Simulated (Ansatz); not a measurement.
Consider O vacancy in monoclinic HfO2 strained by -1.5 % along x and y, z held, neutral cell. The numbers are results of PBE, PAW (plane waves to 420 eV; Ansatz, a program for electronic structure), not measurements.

Settings: 96 host sites, the strained lattice (strain from the relaxed PBE one, atoms relaxed), the Γ point alone, smearing 0.01 eV, spin-restricted, no image-charge correction. Static, classical nuclei. Spin-orbit coupling is left out. The charge state is imposed; whether it is stable for some Fermi level was not computed. Forms of the defect that were not tried may lie lower. The start lies 0.097 eV above the lowest site run (PBE).

Barriers: single points on a 2×2×2 k-point mesh shifted by half a step at the bands' geometries (they differ from the bands' own by up to 0.14 eV, and are uncertain by about as much).

The step: a nearby O atom hops onto the vacant site. Atoms about the jump, Cartesian Å from the middle of the jump, before and after:

```json
[
 {"atom": "O1", "x0": "0.20", "y0": "0.38", "z0": "-1.28", "x1": "-0.20", "y1": "-0.38", "z1": "1.28"},
 {"atom": "Hf2", "x0": "0.93", "y0": "1.04", "z0": "0.60", "x1": "0.97", "y1": "1.10", "z1": "0.56"},
 {"atom": "Hf3", "x0": "-1.87", "y0": "-1.44", "z0": "0.99", "x1": "-1.91", "y1": "-1.47", "z1": "0.98"},
 {"atom": "Hf4", "x0": "1.42", "y0": "-1.04", "z0": "-2.07", "x1": "1.37", "y1": "-0.97", "z1": "-2.04"},
 {"atom": "O5", "x0": "-2.52", "y0": "0.00", "z0": "-0.42", "x1": "-2.53", "y1": "-0.01", "z1": "-0.44"},
 {"atom": "O6", "x0": "2.54", "y0": "-0.01", "z0": "-0.41", "x1": "2.49", "y1": "0.00", "z1": "-0.44"},
 {"atom": "O7", "x0": "-0.69", "y0": "-2.89", "z0": "0.24", "x1": "-0.74", "y1": "-2.97", "z1": "0.27"},
 {"atom": "O8", "x0": "-0.76", "y0": "2.13", "z0": "0.31", "x1": "-0.71", "y1": "2.16", "z1": "0.22"},
 {"atom": "O9", "x0": "-0.27", "y0": "-2.15", "z0": "-2.40", "x1": "-0.31", "y1": "-2.07", "z1": "-2.33"},
 {"atom": "O10", "x0": "2.05", "y0": "-2.51", "z0": "-0.67", "x1": "2.03", "y1": "-2.49", "z1": "-0.66"},
 {"atom": "Hf11", "x0": "-1.48", "y0": "1.53", "z0": "-1.64", "x1": "-1.43", "y1": "1.50", "z1": "-1.65"},
 {"atom": "O12", "x0": "2.05", "y0": "0.07", "z0": "2.20", "x1": "2.12", "y1": "0.06", "z1": "2.22"},
 {"atom": "O13", "x0": "1.60", "y0": "-2.58", "z0": "1.98", "x1": "1.59", "y1": "-2.58", "z1": "1.98"},
 {"atom": "O14", "x0": "-1.16", "y0": "-2.10", "z0": "2.86", "x1": "-1.17", "y1": "-2.13", "z1": "2.89"},
 {"atom": "Hf15", "x0": "0.53", "y0": "-1.03", "z0": "3.19", "x1": "0.54", "y1": "-1.03", "z1": "3.20"},
 {"atom": "Hf16", "x0": "3.17", "y0": "-1.48", "z0": "0.99", "x1": "3.16", "y1": "-1.47", "z1": "0.99"},
 {"atom": "O17", "x0": "-3.04", "y0": "-2.50", "z0": "-0.67", "x1": "-3.05", "y1": "-2.50", "z1": "-0.67"}
]
```

### Question
Predict the transition state.

### Answer

```
atom      x      y      z
----  -----  -----  -----
O1    -0.05  -0.51  -0.13
Hf2    0.92   1.08   0.54
Hf3   -1.75  -1.39   0.90
Hf4    1.36  -1.03  -1.96
O5    -2.60   0.04  -0.46
O6     2.56   0.01  -0.44
O7    -0.78  -3.07   0.31
O8    -0.75   2.13   0.19
O9    -0.29  -2.15  -2.37
O10    2.04  -2.52  -0.62
Hf11  -1.55   1.55  -1.68
O12    2.06   0.04   2.21
O13    1.58  -2.56   1.99
O14   -1.11  -2.05   2.81
Hf15   0.57  -1.03   3.27
Hf16   3.16  -1.47   1.01
O17   -3.01  -2.47  -0.69
```
It lies 1.74 eV above the start and 1.74 eV above the end. The saddle point's order was not checked.
